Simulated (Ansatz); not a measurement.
For Ni3Sn4 (C2/m, No. 12; start mp-20174), LDA (PAW; Ansatz, a program for electronic structure) gives:

```
Item                                 Result
---------------------------  --------------
equilibrium volume per atom   16.97 Å³/atom
formation enthalpy           -0.285 eV/atom
```

Problem. What does PBEsol (plane waves, PAW; Ansatz) give for the same quantities?

Solution. 
- equilibrium volume per atom: 17.48 Å³/atom (grows by 3.0 %)
- formation enthalpy: -0.274 eV/atom (moves by +0.011 eV/atom)

Changes are worked out from the printed values.

Unless a cell is named, each level is at its own relaxed cell (LDA 16.97, PBEsol 17.48 Å³/atom).

Levels without +SOC leave out spin–orbit coupling, which shifts energies and cells of such heavy elements.

The crystal itself was run without spin with LDA, PBEsol.

Caveats: the relaxation could not lower the start's symmetry, so the cell can be a saddle point above a distorted one (LDA, PBEsol). Ansatz's density-functional and Hartree–Fock values are scalar-relativistic unless marked +SOC, with PAW data made under PBE.

A start named mp-… is a Materials Project structure, which can be a computed phase never made.
